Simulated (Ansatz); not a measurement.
The parent structure is SiC in the zinc blende structure (space group F-43m, No. 216; a = 4.3290 Å). Axes: x, y, z lie along the cube axes.

It is then changed as follows: compressive biaxial strain of 2.00 % in the plane normal to [001], as in epitaxy on a mismatched substrate; the out-of-plane cell vector and the atoms relax.

Calculations: Kohn–Sham DFT with the LDA functional, run in Ansatz (a quantum-chemistry and plane-wave program) with PAW and 420 eV plane waves, no spin-orbit coupling.

**Question.** Give the band edges at the high-symmetry points of the new zone, measured from its valence-band maximum.

**Answer.** 
```csv
point,valence edge (eV),conduction edge (eV)
Γ,0.00,6.72
X,-3.46,1.09
P,-4.96,4.81
N,-0.93,5.57
M,-3.11,1.41
S,-2.42,3.43
S₀,-2.42,3.43
R,-4.98,5.17
G,-4.98,5.17
```

The gap is 1.09 eV, indirect, Γ → X.

No phonon test of stability was made. k-point labels follow each cell's own Brillouin zone.
